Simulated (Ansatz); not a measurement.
Functionals compared on a constructed model of the (100) surface of fcc Ni, ferromagnetic, a pseudomorphic layer of Ir in the host's stacking (bottom of the slab: a bare face, its two planes held), in Ansatz (plane waves, PAW). The structure was relaxed with PBE; the other rows are single points on it. Cutoff 420 eV.

Set-up: 7 atoms, 10.9 Å thick at the start; mesh 15x15x1; 0.1 eV smearing; dipole correction on; 2 atoms held, the rest relaxed; start symmetry kept, larger cells not searched; spin-polarised, ending with about 3.7 μB a cell; orders that need a larger cell were not tried, no spin-orbit, no U. It is one candidate, not shown to be the stable structure of the face. These notes are the PBE run's.

```tsv
functional	work function of the top face (eV)	magnetic moment of the cell (μB)	rough cost of the single point
PBE	5.56	3.68	–
RPBE	5.42	3.75	roughly 3 core-minutes
```

Ansatz is an electronic-structure program.
